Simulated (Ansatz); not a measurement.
Here is the system:

End structure of a constructed model of the (0001) surface of hcp Hf, a layer of Y in place of the second plane (bottom of the slab: a bare face, its two planes held):

```xyz
6
Lattice="3.2049 0.0000 0.0000 -1.6024 2.7755 0.0000 0.0000 0.0000 29.0000" Properties=species:S:1:pos:R:3 pbc="T T T"
Hf     1.6024     0.9252     8.0759
Hf     0.0000     1.8503    10.6096
Hf     1.6024     0.9252    13.2030
Hf     0.0000     1.8503    15.6636
Y      1.6024     0.9252    18.6069
Hf     0.0000     1.8503    21.2238
```

Set-up: 6 atoms, 12.8 Å thick at the start; mesh 13x13x1; 0.1 eV smearing; dipole correction on; 2 atoms held, the rest relaxed; start symmetry kept, larger cells not searched; no spin, no spin-orbit, no U. It is one candidate, not shown to be the stable structure of the face.

Problem. What work function of the top face does Ansatz (a quantum-chemistry and plane-wave program) with PBE give?

Solution. 4.30 eV
